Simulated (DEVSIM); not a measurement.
Structure: GaP n-p junction from an implanted or diffused profile, at 400 K.

```tsv
layer (left to right)	material	thickness (μm)	Na (cm⁻³)	τn (s)	τp (s)
1	GaP	70.0	5.3e14	2.1e-7	2.1e-7
```

Added donor profile: 1.1e17 cm⁻³ × exp(−(x − 0.18 μm)²/(2·(0.074 μm)²)). Left contact: ohmic. Right contact: ohmic. Voltage is applied to the left contact. Recombination: SRH at mid-gap, radiative. Mobility is μmin + (μ − μmin)/(1 + (N/Nref)^α).

This is a model device: material constants are rounded textbook-type values typed into the input, and sizes, dopings and lifetimes were drawn at random. Values at 300 K; Nc and Nv go as T^1.5, mobilities as T to minus their exponent, the gap by Varshni's rule with the affinity fixed.

| parameter | GaP |
|---|---|
| gap (eV) | 2.26 |
| affinity (eV) | 3.8 |
| permittivity | 11.1 |
| Nc (cm⁻³) | 1.8e19 |
| Nv (cm⁻³) | 1.9e19 |
| μn (cm²/Vs) | 250 |
| μp (cm²/Vs) | 150 |
| μn,min | 10 |
| μp,min | 10 |
| Nref,n | 4.4e18 |
| Nref,p | 1e18 |
| αn | 0.8 |
| αp | 0.85 |
| T exponent of μn | 1.6 |
| T exponent of μp | 1.98 |
| B (cm³/s) | 1e-13 |
| Varshni α (eV/K) | 0.00058 |
| Varshni β (K) | 372 |

DEVSIM, 1D drift-diffusion, Boltzmann statistics, complete ionisation; no tunnelling, impact ionisation, image-force lowering or self-heating.

The temperature was swept, all else fixed.

```
temperature (K)  potential step across the device at zero bias (V)  dark forward voltage at 1 A/cm² (V)
---------------  -------------------------------------------------  -----------------------------------
250                                                          1.890                                2.075
300                                                          1.778                                2.048
350                                                          1.663                                2.035
400                                                          1.545                                2.033
450                                                          1.425                                2.043
500                                                          1.302                                2.065
```

From the first row to the last the potential step across the device at zero bias goes from 1.890 to 1.302. From the first row to the last the dark forward voltage at 1 A/cm² goes from 2.075 to 2.065.
